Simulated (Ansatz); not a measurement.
SnTe: isotropic strain +0.50 %

The reference is SnTe in the rock salt structure (space group Fm-3m, No. 225; a = 6.2891 Å).

Now apply this change: every lattice vector is stretched by 0.50 %; the atoms relax in the strained cell.

Level of theory: Ansatz (a program for electronic structure) PBEsol, no SOC. k-mesh 13×13×13 (Γ-centred); smearing 0.05 eV (Fermi–Dirac).

The volume per atom goes up by 0.47 Å³ (31.09 Å³ → 31.56 Å³) and the space group is still Fm-3m (No. 225). The shortest interatomic distance increases by 0.0157 Å to 3.160 Å and the energy goes up by 1.0 meV/atom. The pressure decreases by 0.68 GPa, from -0.01 GPa to -0.69 GPa and the band gap drops by 0.043 eV (0.16 eV → 0.11 eV) (uncertain: the edges found look like a band crossing or inverted bands; both cells).

Cost of the whole job for the changed cell (relaxation, final SCF and bands): around 20 core-seconds (rough).

With Te present, leaving out spin-orbit coupling can change the band edges. No phonon test of stability was made. The zero or small gap of SnTe can change with the level of theory.
